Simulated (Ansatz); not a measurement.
A computed series for CaCd2P2: pressure series

The parent structure is CaCd$_{2}$P$_{2}$ (space group P-3m1, No. 164; a = 4.2468 Å, c = 6.9293 Å).

Cell and atoms are relaxed at each pressure.

Calculations: PBEsol (Ansatz, a quantum-chemistry and plane-wave program; PAW; 420 eV plane waves; no spin-orbit coupling).

Candidates:
(a) pressure 30 GPa
(b) pressure 15 GPa
(c) pressure −2 GPa
(d) pressure 7 GPa

Base values:

The band gap is 0.88 eV.

### Question
Order them by band gap, highest first.

### Answer
(d) pressure 7 GPa (1.14 eV), (b) pressure 15 GPa (1.11 eV), (a) pressure 30 GPa (0.86 eV), (c) pressure −2 GPa (0.77 eV)

Load acts through the strain it causes; cell and atoms are relaxed under it. Whether these cells are dynamically stable was not tested. No other phases were tried under pressure.
